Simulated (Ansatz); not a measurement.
Candidates (primitive cells; geometry: cell and atoms relaxed with PBEsol):
A. CaO (Fm-3m), a = b = c = 3.3709 Å, α = β = γ = 60.00°
B. C (Fd-3m), a = b = c = 2.513 Å, α = β = γ = 60.00°
C. LiF (Fm-3m), a = b = c = 2.8340 Å, α = β = γ = 60.00°
D. SnO₂ (P4_2/mnm), a = b = 4.7691 Å, c = 3.2120 Å, α = β = γ = 90.00°

Problem. Rank these by electron conductivity mass (lowest first), as PBE, rigid bands (Ansatz, a first-principles code) gives it.

Solution. D (0.196 mₑ), B (0.41 mₑ), A (0.57 mₑ), C (0.91 mₑ)

Masses are for dilute carriers at 300 K, harmonic means over directions unless an axis is named. Spin-orbit coupling is left out.
